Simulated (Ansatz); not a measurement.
**SiC under a change: uniaxial strain ε_xx = −1.20 %**

Base system: SiC in the wurtzite structure (space group P6_3mc, No. 186; a = 3.0564 Å, c = 5.0158 Å). Axes: x lies along a and z along c of the hexagonal cell.

It is then changed as follows: the cell is compressed by 1.20 % along x with no lateral relaxation; the atoms relax in the strained cell.

All numbers come from LDA (Ansatz, a program for electronic structure, PAW, no spin-orbit coupling). Γ-centred 12×12×7 mesh, Fermi–Dirac width 0.05 eV.

The volume per atom shrinks by 0.12 Å³, from 10.14 Å³ to 10.02 Å³ and the space group becomes Cmc2_1 (No. 36) (base: P6_3mc (No. 186)). The shortest interatomic distance decreases by 0.0108 Å (1.871 Å → 1.861 Å) and the energy rises by 2.4 meV/atom. The pressure (mean of the normal stresses, compression positive) goes from zero to 2.87 GPa and the band gap falls by 0.13 eV (2.13 eV → 2.00 eV). The gap character comes out as indirect, Γ → Σ₀ and the electron mass changes from 0.26 mₑ along c, 0.43 mₑ across (at K) to 0.26 mₑ along z, 0.43 mₑ across (off the base's special points). The hole mass is 0.32 mₑ along x, 2.7 mₑ along y, 1.6 mₑ along z (at Γ) and the valence-band top at Γ (three highest levels, from the VBM) changes from 0.00, 0.00, -0.11 eV to 0.00, -0.11, -0.23 eV. The stress (xx, yy, zz, yz, xz, xy; compression positive) is (6.45, 1.42, 0.73, 0.00, 0.00, 0.00) GPa.

Final structure:

```
SiC
1.0
    3.01972     0.00000     0.00000
   -1.50986     2.64692     0.00000
    0.00000     0.00000     5.01582
Si C
2 2
Direct
  0.33346   0.66691   0.99995
  0.66654   0.33309   0.49995
  0.33439   0.66878   0.37505
  0.66561   0.33122   0.87505
```

Cost of the whole job for the changed cell (relaxation, final SCF and bands): roughly 50 core-seconds.

Masses are band curvatures over ±0.01 Å⁻¹ around the edge. No phonon test of stability was made. Labels are those of the standard path for the cell's own space group.
